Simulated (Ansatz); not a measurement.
Where the default PAW files enter, the runs use the earlier of Ansatz's two default sets.

Here is the system:

```
AgBr
1.0
    4.09015     0.00000     0.00000
    0.00000     5.78434     0.00000
    2.04507     2.89217     2.04507
Ag Br
1 1
Direct
  0.00000   0.00000   0.00000
  0.00000   0.50000   0.00000
```

Space group of this cell: Fm-3m, rock salt. The cell is taken as given; by PBEsol its mean pressure is -2.6 GPa.

Transport runs along the normal of the first two printed cell vectors, the (110) plane of the conventional cell.

The gap is the functional's own. No spin-orbit coupling. Mid-gap values are interpolated on the energy grid.

State the band gap and the smallest decay constant κ at mid-gap according to PBEsol (Ansatz, a quantum-chemistry and plane-wave program).

Gap 0.51 eV on a 14×14×14 mesh; κ = 0.105 1/Å, at the zone centre.
